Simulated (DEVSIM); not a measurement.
System: CdS/CdTe n-p heterojunction, at 300 K.

| layer (left to right) | material | thickness (μm) | Nd (cm⁻³) | Na (cm⁻³) | τn (s) | τp (s) |
|---|---|---|---|---|---|---|
| 1 | CdS | 0.220 | 9.5e16 | - | 7.4e-10 | 7.4e-10 |
| 2 | CdTe | 0.270 | - | 3.6e16 | 7.4e-10 | 7.4e-10 |

Left contact: ohmic. Right contact: ohmic. Voltage is applied to the left contact. Recombination: SRH at mid-gap, radiative. Mobility is constant in doping.

Constants are typed, rounded textbook-type inputs, not results; the design itself was drawn at random and stands for no fabricated device. Values at 300 K.

| parameter | CdS | CdTe |
|---|---|---|
| gap (eV) | 2.4 | 1.5 |
| affinity (eV) | 4.3 | 4.28 |
| permittivity | 9 | 10.2 |
| Nc (cm⁻³) | 2.2e18 | 8e17 |
| Nv (cm⁻³) | 1.8e19 | 1.8e19 |
| μn (cm²/Vs) | 300 | 1000 |
| μp (cm²/Vs) | 25 | 80 |
| B (cm³/s) | 1e-10 | 1e-10 |

Simulated with DEVSIM: 1D drift-diffusion, Boltzmann statistics, complete ionisation; no tunnelling, impact ionisation, image-force lowering or self-heating. Band offsets follow the typed affinities; no thermionic-emission limit at abrupt steps, no polarisation charge.

**Question.** Tabulate band edges, carrier densities and field at 2.0 V on the left contact.

**Answer.** Energies count from the Fermi level of the right contact; mesh points crowd at the junctions.

```
x (μm)    Ec (eV)  Ev (eV)  n (cm⁻³)  p (cm⁻³)  field (V/cm)
--------  -------  -------  --------  --------  ------------
0.000      -1.919   -4.319    9.5e16     < 1e2           ≈ 0
0.003653   -1.919   -4.319    9.5e16     < 1e2           ≈ 0
0.01056    -1.919   -4.319    9.5e16     < 1e2           ≈ 0
0.02187    -1.919   -4.319    9.5e16     < 1e2           ≈ 0
0.05366    -1.919   -4.319    9.5e16     < 1e2            51
0.09629    -1.917   -4.316    8.7e16     < 1e2          1900
0.1472     -1.821   -4.221    2.2e15     < 1e2         53000
0.1893     -1.431   -3.831     6.0e8     < 1e2        130000
0.2044     -1.210   -3.610    120000     < 1e2        160000
0.2135     -1.053   -3.453       430     < 1e2        180000
0.2184     -0.964   -3.364       160     < 1e2        190000
0.2227     -0.868   -2.368     < 1e2     < 1e2        170000
0.2289     -0.766   -2.266     < 1e2     < 1e2        160000
0.2391     -0.603   -2.103     < 1e2       110        160000
0.2658     -0.207   -1.707     < 1e2       280        140000
0.3066      0.310   -1.190     < 1e2       650        110000
0.3706      0.906   -0.594     < 1e2     1.9e9         73000
0.4260      1.211   -0.289     < 1e2    2.5e14         37000
0.4623      1.307   -0.193     < 1e2    1.0e16         16000
0.4762      1.325   -0.174     < 1e2    2.1e16         11000
0.4845      1.334   -0.166     < 1e2    3.0e16          9600
0.4900      1.339   -0.161     < 1e2    3.6e16          9300
```
